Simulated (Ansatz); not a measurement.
Defect migration in silicon strained by -1.5 % along x and y, z held: interstitial C, neutral cell. Computed with PBE, PAW (plane waves to 420 eV; Ansatz, a quantum-chemistry and plane-wave program).

Settings: 64 host sites, the strained lattice (strain from the relaxed PBE one, atoms relaxed), a 2×2×2 k-point mesh shifted by half a step, smearing 0.01 eV, spin-restricted, no image-charge correction. Static, classical nuclei. The charge state is imposed; whether it is stable for some Fermi level was not computed. Sites that were not tried may lie lower. The start lies 0.20 eV above the lowest site run (PBE).

Barriers: single points on a 3×3×3 k-point mesh shifted by half a step at the bands' geometries.

The step: several atoms move together, C the farthest. Atoms about the jump, Cartesian Å from the middle of the jump, before and after:

| atom | x0 | y0 | z0 | x1 | y1 | z1 |
|---|---|---|---|---|---|---|
| C1 | -0.15 | -0.15 | 0.65 | 0.15 | 0.15 | -0.65 |
| Si2 | -1.89 | -0.11 | 0.68 | -1.09 | -0.34 | 0.58 |
| Si3 | 0.34 | 1.09 | -0.58 | 0.11 | 1.89 | -0.68 |
| Si4 | 0.35 | -1.31 | 1.95 | 0.13 | -1.54 | 2.12 |
| Si5 | 1.54 | -0.13 | -2.12 | 1.31 | -0.35 | -1.95 |
| Si6 | 1.53 | -2.85 | 0.68 | 1.49 | -2.84 | 0.71 |
| Si7 | 2.84 | -1.49 | -0.71 | 2.85 | -1.53 | -0.68 |
| Si8 | -2.83 | -1.53 | -0.84 | -2.63 | -1.52 | -0.69 |
| Si9 | 1.52 | 2.63 | 0.69 | 1.53 | 2.83 | 0.84 |
| Si10 | 1.54 | -0.08 | 3.49 | 1.44 | -0.11 | 3.42 |
| Si11 | 0.11 | -1.44 | -3.42 | 0.08 | -1.54 | -3.49 |

Give the saddle-point geometry and the barrier.


```json
[
 {"atom": "C1", "x": "0.29", "y": "-0.31", "z": "0.00"},
 {"atom": "Si2", "x": "-1.50", "y": "-0.24", "z": "0.53"},
 {"atom": "Si3", "x": "0.24", "y": "1.48", "z": "-0.54"},
 {"atom": "Si4", "x": "0.29", "y": "-1.29", "z": "1.76"},
 {"atom": "Si5", "x": "1.29", "y": "-0.29", "z": "-1.78"},
 {"atom": "Si6", "x": "1.55", "y": "-2.91", "z": "0.67"},
 {"atom": "Si7", "x": "2.90", "y": "-1.55", "z": "-0.67"},
 {"atom": "Si8", "x": "-2.79", "y": "-1.56", "z": "-0.82"},
 {"atom": "Si9", "x": "1.55", "y": "2.78", "z": "0.81"},
 {"atom": "Si10", "x": "1.45", "y": "-0.07", "z": "3.39"},
 {"atom": "Si11", "x": "0.06", "y": "-1.45", "z": "-3.39"}
]
```
It lies 0.41 eV above the start and 0.41 eV above the end. The saddle point's order was not checked, and it lies on a symmetry element of the cell, where a band can be held.
